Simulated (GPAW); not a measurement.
Worked example: self-consistent single point of SiMo3 (Pm-3n, 8 atoms in the cell) in GPAW

Method of the run: PBE, GPAW PAW datasets PBE (gpaw-data 1.0.1) (plane waves; GPAW).

Input as run:

```python
from ase import Atoms
from ase.units import GPa
from gpaw import GPAW

atoms = Atoms(['Si', 'Si', 'Mo', 'Mo', 'Mo', 'Mo', 'Mo', 'Mo'],
              cell=[[4.870630, 0.000000, 0.000000],
                    [0.000000, 4.870630, 0.000000],
                    [0.000000, 0.000000, 4.870630]],
              positions=[[2.435315, 2.435315, 2.435315],
                         [0.000000, 0.000000, 0.000000],
                         [0.000000, 2.435315, 1.217658],
                         [0.000000, 2.435315, 3.652973],
                         [1.217658, 0.000000, 2.435315],
                         [3.652973, 0.000000, 2.435315],
                         [2.435315, 1.217658, 0.000000],
                         [2.435315, 3.652973, 0.000000]],
              pbc=True)

calc = GPAW(mode={'name': 'pw', 'ecut': 550},
            xc='PBE',
            kpts=(5, 5, 5),
            occupations={'name': 'methfessel-paxton', 'width': 0.2, 'order': 0},
            nbands=-14,
            convergence={'density': 1e-05, 'energy': 1e-05},
            symmetry={'symmorphic': False, 'tolerance': 0.0005},
            maxiter=100)

atoms.calc = calc

energy = atoms.get_potential_energy()
print('Energy (eV):', round(energy, 6))
forces = atoms.get_forces()
print('Forces (eV/Ang):')
print(forces.round(5))
stress = atoms.get_stress()
print('Stress (GPa, Voigt):', (stress / GPa).round(4))
```

The program printed (abridged):

```
Input parameters:
  convergence: {density: 1e-05,
                energy: 1e-05}
  kpts: [5 5 5]
  maxiter: 100
  mode: {ecut: 550,
         name: pw}
  nbands: -14
  occupations: {name: methfessel-paxton,
                order: 0,
                width: 0.2}
  symmetry: {symmorphic: False,
             tolerance: 0.0005}
  xc: PBE

species:
  Si:
    name: Silicon
    Z: 14.0
    valence: 4
    core: 10
    charge: 0.0
    file: Si.PBE.gz

    # Using partial waves for Si as LCAO basis

  Mo:
    name: Molybdenum
    Z: 42.0
    valence: 14
    core: 28
    charge: 0.0
    file: Mo.PBE.gz

    # Using partial waves for Mo as LCAO basis

Reference energy: -676577.124290  # eV

Spin-paired calculation

Convergence criteria:
 Maximum [total energy] change in last 3 cyles: 1e-05 eV / valence electron
 Maximum integral of absolute [dens]ity change: 1e-05 electrons / valence electron
 Maximum integral of absolute [eigenst]ate change: 4e-08 eV^2 / valence electron
 Maximum number of scf [iter]ations: 100

Symmetries present (total): 48
Symmetries with fractional translations: 24
125 k-points: 5 x 5 x 5 Monkhorst-Pack grid
10 k-points in the irreducible part of the Brillouin zone
       k-points in crystal coordinates                weights
   0:     0.00000000    0.00000000    0.00000000          1/125
   1:     0.20000000    0.00000000    0.00000000          6/125
   2:     0.20000000    0.20000000    0.00000000         12/125
   [... 7 lines left out ...]

Wave functions: Plane wave expansion
  Cutoff energy: 550.000 eV
  Number of coefficients (min, max): 3357, 3407
  Pulay-stress correction: 0.000000 eV/Ang^3 (de/decut=0.000000)

Occupation numbers: Methfessel-Paxton:
  width: 0.2000  # eV
  order: 0

Eigensolver

Densities:
  Coarse grid: 28*28*28 grid
  Fine grid: 56*56*56 grid
  Total Charge: 0.000000

Density mixing:
  Method: separate
  Backend: pulay
  Linear mixing parameter: 0.05
  old densities: 5
  Damping of long wavelength oscillations: 50

Hamiltonian:
  XC and Coulomb potentials evaluated on a 56*56*56 grid
  External potential:
    NoExternalPotential

XC parameters: PBE with 2 nearest neighbor stencil

Number of atoms: 8
Number of atomic orbitals: 86
Number of bands in calculation: 60
Number of valence electrons: 92
Bands to converge: occupied

Density initialized from atomic densities
  60 bands from LCAO basis set

Atomic positions and initial magnetic moments

Positions:
   0 Si     2.435315    2.435315    2.435315    ( 0.0000,  0.0000,  0.0000)
   1 Si     0.000000    0.000000    0.000000    ( 0.0000,  0.0000,  0.0000)
   2 Mo     0.000000    2.435315    1.217658    ( 0.0000,  0.0000,  0.0000)
   3 Mo     0.000000    2.435315    3.652973    ( 0.0000,  0.0000,  0.0000)
   4 Mo     1.217658    0.000000    2.435315    ( 0.0000,  0.0000,  0.0000)
   5 Mo     3.652973    0.000000    2.435315    ( 0.0000,  0.0000,  0.0000)
   6 Mo     2.435315    1.217658    0.000000    ( 0.0000,  0.0000,  0.0000)
   7 Mo     2.435315    3.652973    0.000000    ( 0.0000,  0.0000,  0.0000)

Unit cell:
           periodic     x           y           z      points  spacing
  1. axis:    yes    4.870630    0.000000    0.000000    28     0.1740
  2. axis:    yes    0.000000    4.870630    0.000000    28     0.1740
  3. axis:    yes    0.000000    0.000000    4.870630    28     0.1740

  Lengths:   4.870630   4.870630   4.870630
  Angles:   90.000000  90.000000  90.000000

Effective grid spacing dv^(1/3) = 0.1740

     iter     time        total  log10-change:
                         energy   eigst   dens
iter:   1 --:--:--   -85.475911
iter:   2 --:--:--   -85.123585   -0.35  -1.19
iter:   3 --:--:--   -81.225994   -0.19  -1.20
iter:   4 --:--:--   -81.397508   -1.18  -1.63
iter:   5 --:--:--   -85.662461   -0.10  -1.68
iter:   6 --:--:--   -81.518711   -0.29  -1.34
   [... 6 lines left out ...]
iter:  13 --:--:--   -80.970486   -2.99  -2.70
iter:  14 --:--:--   -80.972903   -4.55  -3.25
iter:  15 --:--:--   -80.972241   -3.03  -2.97
iter:  16 --:--:--   -80.970654   -4.61  -3.10
iter:  17 --:--:--   -80.970582   -4.73  -3.65
iter:  18 --:--:--   -80.970619c  -5.54  -4.27
iter:  19 --:--:--   -80.970637c  -4.76  -3.93
iter:  20 --:--:--   -80.970603c  -6.62  -3.81
iter:  21 --:--:--   -80.970582c  -5.41  -3.98
iter:  22 --:--:--   -80.970581c  -7.12  -4.85
iter:  23 --:--:--   -80.970581c  -8.02c -5.41c

Converged after 23 iterations.

Dipole moment: (0.000007, 0.000007, 0.000007) |e|*Ang

Energy contributions relative to reference atoms: (reference = -676577.124290)

Kinetic:        -46.986946
Potential:      +23.705151
External:        +0.000000
XC:             -55.791786
Entropy (-ST):   -0.061688
Local:           -1.866155
SIC:             +0.000000
--------------------------
Free energy:    -81.001425
Extrapolated:   -80.970581

Showing only first 2 kpts
 Kpt  Band  Eigenvalues  Occupancy
  0    44     14.76213    0.00000
  0    45     14.76213    0.00000
  0    46     14.76213    0.00000
  0    47     15.67599    0.00000

  1    44     14.12674    0.00002
  1    45     14.54010    0.00000
  1    46     14.54010    0.00000
  1    47     15.38758    0.00000

Fermi level: 13.52229

No gap
No difference between direct/indirect transitions
Energy (eV): -80.970581

Forces in eV/Ang:
  0 Si    0.00000    0.00000    0.00000
  1 Si    0.00000    0.00000    0.00000
  2 Mo    0.00000    0.00000    0.00000
  3 Mo    0.00000   -0.00000    0.00000
  4 Mo   -0.00000    0.00000    0.00000
  5 Mo    0.00000    0.00000    0.00000
  6 Mo    0.00000    0.00000    0.00000
  7 Mo    0.00000    0.00000    0.00000

Stress tensor:
    -0.031066     0.000000     0.000000
     0.000000    -0.031066     0.000000
     0.000000     0.000000    -0.031066
Stress (GPa, Voigt): [-4.9773 -4.9773 -4.9773  0.      0.      0.    ]
```

The run converged in 23 iterations. GPAW prints stress with tension positive.

The starting cell comes from a database of computed structures (which also holds hypothetical and non-ambient phases and stackings), without a prior relaxation at this level. Its lattice was rescaled by a random factor within 2.5 % of one. Spin polarisation is off. With a pressure of about 5 GPa the cell is away from its equilibrium volume at this level.

Cost on one core of a shared machine: roughly 2 min.
